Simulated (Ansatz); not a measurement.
Take PbZrO3 in the cubic perovskite structure (space group Pm-3m, No. 221; a = 4.141 Å; a cell from a computed database, its experimental status unchecked) as the base.

Perturbation: a hydrostatic pressure of 3 GPa.

Levels (all Ansatz, a first-principles code, PAW): PBEsol (420 eV, without spin-orbit coupling); PBEsol+SOC (420 eV, spin-orbit coupling included).

The geometry is relaxed with PBEsol.

- PBEsol band gap = 2.36 eV
- PBEsol electron mass = 0.18 mₑ along k, 0.33 mₑ across (at X)
- PBEsol hole mass = 0.24 mₑ along k, 0.78 mₑ across (at X)

Question: What does PBEsol+SOC give at this geometry for the band gap, electron mass and hole mass?

Answer: The band gap falls by 0.34 eV, from 2.36 eV to 2.02 eV; the electron mass goes from 0.18 mₑ along k, 0.33 mₑ across (at X) to 0.19 mₑ along k, 0.36 mₑ across (at X); the hole mass becomes 0.23 mₑ along k, 0.76 mₑ across (at X) (PBEsol: 0.24 mₑ along k, 0.78 mₑ across (at X)).

Single points use the geometry relaxed with PBEsol. The spin-orbit shifts are approximate. Spin-orbit coupling, missing from the scalar runs, can matter with Pb. Load acts through the strain it causes; cell and atoms are relaxed under it. Masses are band curvatures over ±0.01 Å⁻¹ around the edge. Along k means along the line from Γ to the band edge. No phonon test of stability was made. Many cubic perovskites are stable only at high temperature; tilts and polar distortions were not tested.
